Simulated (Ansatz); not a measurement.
What isotropic strain +3.52 % does to hypothetical P-3m1 La2S3

Take La2S3 (space group P-3m1, No. 164; a = 4.6216 Å, c = 6.9065 Å; a hypothetical phase, not in the database extracts checked) as the base.

One thing is altered: the cell is scaled by 1.0352 in all directions, atoms relaxed at fixed cell.

Calculations: PBEsol in Ansatz (plane waves to 420 eV, PAW, no spin-orbit coupling). Settings: 8×8×5 k-points, 0.05 eV Fermi–Dirac smearing.

The volume per atom grows by 2.79 Å³, from 25.55 Å³ to 28.34 Å³ and the space group stays P-3m1 (No. 164). The shortest interatomic distance increases by 0.156 bohr to 5.405 bohr and the energy rises by 53 meV/atom. The pressure (mean of the normal stresses, compression positive) goes from zero to -5.57 GPa and the band gap grows by 0.10 eV, from 2.11 eV to 2.21 eV. The gap character goes from direct at Γ to indirect, Γ → K and the smallest direct gap rises by 0.16 eV, from 2.11 eV to 2.27 eV. The width of the top valence band drops by 0.13 eV, from 0.74 eV to 0.61 eV and the electron mass comes out as 1.1 mₑ along c, 0.82 mₑ across (at K). The hole mass changes from 0.36 mₑ along c, 0.55 mₑ across (at Γ) to 0.37 mₑ along c, 0.69 mₑ across (at Γ) and the valence-band top at Γ (three highest levels, from the VBM) goes from 0.00, -0.58, -0.58 eV to 0.00, -0.50, -0.50 eV.

Final structure:

```
CELL_PARAMETERS angstrom
      4.78427     0.00000     0.00000
     -2.39214     4.14330     0.00000
      0.00000     0.00000     7.14960
ATOMIC_POSITIONS crystal
  La 0.33333 0.66667 0.24547
  La 0.66667 0.33333 0.75453
  S  0.00000 0.00000 0.00000
  S  0.33333 0.66667 0.65060
  S  0.66667 0.33333 0.34940
```

Effective masses come from finite differences of ±0.01 Å⁻¹. No phonon test of stability was made.

Ansatz is a first-principles code.
